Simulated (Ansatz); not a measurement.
# MgO, response to strain

Consider MgO in the rock salt structure (space group Fm-3m, No. 225; a = 4.204 Å).

Strains are applied to the cell and any free atomic positions relax.

All numbers come from r2SCAN/PAW in Ansatz (a program for electronic structure), no spin-orbit coupling.

Notes on the quantities. energy relative to the base: free energy F.

| isotropic strain (%) | energy relative to the base (meV/atom) |
|---|---|
| -3 | 43.0 |
| -2.5 | ? |
| -2 | 18.5 |
| -1.5 | 10.3 |
| -1 | 4.5 |
| -0.5 | 1.1 |
| 0 | 0.0 |

**Question.** Fit ΔE = Aε² + Bε³ (ε in %) to the rows shown and predict the withheld row.

**Answer.** Least squares on the printed values gives A = 4.35 and B = -0.14 meV/atom (largest residual 0.0 meV/atom); this predicts 29.4 meV/atom, and the run gives 29.4 meV/atom, in agreement.

No phonon test of stability was made.
